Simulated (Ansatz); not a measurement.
# Al, response to strain

Consider Al in the fcc (Cu type) structure (space group Fm-3m, No. 225; a = 3.9924 Å; relaxed with 0.1 eV smearing). Axes: x, y, z lie along the cube axes.

Strains are applied to the cell and any free atomic positions relax; under stress the whole cell relaxes.

Level of theory: r2SCAN, PAW, 500 eV (Ansatz, a first-principles code; no spin-orbit coupling), earlier PAW set.

Candidates:
(a) isotropic strain −3.26 %
(b) uniaxial stress, 2 GPa compression along x
(c) tensor shear ε_xy = +3.76 %

Notes on the quantities. energy relative to the base: free energy F.

**Question.** Order them by energy relative to the base, lowest first.

**Answer.** (b) uniaxial stress, 2 GPa compression along x (+1.9 meV/atom), (c) tensor shear ε_xy = +3.76 % (+13 meV/atom), (a) isotropic strain −3.26 % (+49 meV/atom)

Beyond what the load breaks, stability against distortions was not tested.
